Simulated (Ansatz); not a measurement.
System: AlP (model structure, within 0.1 Å of P6₄22, No. 181, 6 atoms in the cell). Method: PBE0 (Ansatz, a first-principles code, plane waves, PAW).

Numerical settings: plane-wave cutoff 460 eV, 6×6×4 k mesh (along the axes of the cell as run), Fermi–Dirac smearing 0.01 eV, scalar-relativistic PAW data made under PBE.

Cell (relaxed with PBEsol):

AlP is modelled in the hexagonal space group P6₄22 (No. 181), Pearson symbol hP6. Cell: a = b = 3.821 Å, c = 8.632 Å, α = β = 90.00°, γ = 120.00°. Al on 3c sees 4 P at 2.392 Å. P on 3d is coordinated by 4 Al at 2.392 Å. (Neighbours: up to the widest gap in distance over summed covalent radii, below 1.35, at either atom; cation-cation and far metal-metal contacts left out.)

Problem. What does this level give for the band gap, smallest direct gap on the k points sampled and direct gap at Γ?

Solution. 
- band gap: 2.22 eV (on the SCF k mesh) (indirect)
- smallest direct gap on the k points sampled: 3.42 eV
- direct gap at Γ: 3.53 eV

Note: cell and atoms aren't relaxed at this level (pressure 0.3 GPa).

The computed numbers hold no vibrational or temperature effects.

Computing time: very roughly 3 core-minutes.

A model structure was made by putting elements into a prototype or built by hand; it is no filed structure, need not be a known phase, and can be a saddle point held by its symmetry.
